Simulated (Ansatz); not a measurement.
Bond-angle distributions (per cent of the angles at each element, bins of 10°) of a relaxed model of amorphous Si$_{27}$N$_{40}$B$_{4}$ at 2.86 g/cm³. Computed with PBE, scalar-relativistic without spin-orbit coupling (plane waves to 420 eV, PAW; Ansatz, an electronic-structure program).

A CHGNet melt-quench gave the starting glass, which DFT then relaxed. N atoms were pushed apart under 1.9 Å during the dynamics, to hinder bonds among them. The hot cell started wider than the set density and was brought back towards it in steps. It is the lowest in DFT energy of 2 quenches. It is a model cell: composition and starting density were chosen by hand, and all elements were melted together. No dispersion term was used. Its density started from a set value of 2.89 and ended at 2.86 g/cm³. The simulated quench (nominally 300 K/ps over its main leg) is rapid and tends to freeze in more defects than a deposited or slowly cooled glass has. A cell of this size samples the disorder only roughly. Volume and shape were free in the relaxation.

Cut-offs for bonds: Si-Si 2.60 Å, Si-N 2.12 Å, Si-B 2.28 Å, N-N 1.70 Å, N-B 1.86 Å, B-B 1.97 Å. Two cations that share two anions don't count as bonded, nor two that share one unless they lie closer than Si-Si 2.38 Å, Si-B 2.09 Å, B-B 1.80 Å.

```csv
angle (°),at Si,at N
50-60,0,0
60-70,0,0
70-80,0,0
80-90,7,12
90-100,16,5
100-110,34,13
110-120,24,30
120-130,13,21
130-140,5,8
140-150,0,7
150-160,0,2
160-170,0,2
170-180,1,0
```

They go with these counts of neighbours within the cut-offs, cation contacts included: Si mean 4.0, most often 4; N mean 3.0, most often 3.
